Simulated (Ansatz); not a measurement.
Effective masses and thermopower of Si under load (space group I4_1/amd)

Given:

```
Si
1.0
    0.00000     2.70588     2.75633
    2.70588     0.00000     2.75633
    2.70588     2.70588     0.00000
Si
2
Cartesian
  0.00000   0.00000   0.00000
  1.35294   1.35294   1.37817
```

Computed with r2SCAN with spin-orbit coupling, rigid bands (plane waves, PAW; Ansatz, an electronic-structure program). Condition of this run: uniaxial stress along [001] of -1.8 GPa (compression positive) (the target of the relaxation). Geometry: cell and atoms relaxed with PBEsol, then loaded as said.

| Quantity | Result |
|---|---|
| band gap | 0.65 eV |
| electron conductivity mass (300 K, dilute) | 0.34 (x), 0.34 (y), 0.21 (z) mₑ |
| hole conductivity mass (300 K, dilute) | 0.30 (x), 0.30 (y), 0.32 (z) mₑ |
| effective density of states N_c (300 K) | 1.9e19 cm⁻³ |
| effective density of states N_v (300 K) | 1.0e19 cm⁻³ |
| density-of-states mass, electrons | 0.84 mₑ |
| density-of-states mass, holes | 0.55 mₑ |
| Seebeck coefficient, n-type 1e19 cm⁻³, 300 K | -275 μV/K |
| Seebeck coefficient, p-type 1e19 cm⁻³, 300 K | 264 μV/K |
| best p-type power factor at 300 K for τ = 10 fs (best axis; densities from 1e16 to 1e21 cm⁻³ tried, whether or not they can be reached) | 12.7 μW/(cm·K²) at 3e20 cm⁻³ |

Rigid bands; masses and Seebeck coefficients take one relaxation time τ for all states and one kind of carrier; polarons and phonon drag are left out. Geometry: cell and atoms relaxed with PBEsol.
